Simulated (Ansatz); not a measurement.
## GaP under a change: P → Al

Consider GaP in the zinc blende structure (space group F-43m, No. 216; a = 5.451 Å).

Modification: every P is replaced by Al; the structure is relaxed again.

All numbers come from r2SCAN in Ansatz (plane waves to 500 eV, PAW, spin-orbit coupling left out). Γ-centred 14×14×14 mesh, Fermi–Dirac width 0.05 eV, for the changed cell.

The volume per atom grows by 4.88 Å³ (20.25 Å³ → 25.13 Å³) and the density drops by 0.93 g/cm³ to 3.20 g/cm³. The lattice parameter a goes up by 40.7 pm (545.1 pm → 585.8 pm) and the space group remains F-43m (No. 216). The shortest interatomic distance rises by 17.6 pm (236.1 pm → 253.7 pm) and the band gap goes from 1.85 eV to zero.

No phonon test of stability was made. As relaxed here, AlGa is a hypothetical phase, not in the database extracts checked.

Ansatz is a first-principles code.
